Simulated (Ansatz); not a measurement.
## Response to strain in KCl

The parent structure is KCl in the rock salt structure (space group Fm-3m, No. 225; a = 6.243 Å). Axes: x, y, z lie along the cube axes.

Strains are applied to the cell and any free atomic positions relax.

The values are results of plane-wave PAW DFT at the PBEsol level (Ansatz, an electronic-structure program, 420 eV), without spin-orbit coupling, not measurements.

Candidates:
(a) uniaxial strain ε_zz = −3.00 %
(b) uniaxial strain ε_zz = −1.00 %
(c) uniaxial strain ε_zz = +0.50 %

Base values:

- Band gap: 5.10 eV

Q: Order them by band gap, lowest first.

A: (c) uniaxial strain ε_zz = +0.50 % (5.09 eV), (b) uniaxial strain ε_zz = −1.00 % (5.13 eV), (a) uniaxial strain ε_zz = −3.00 % (5.18 eV)

Stability against distortions was not tested.
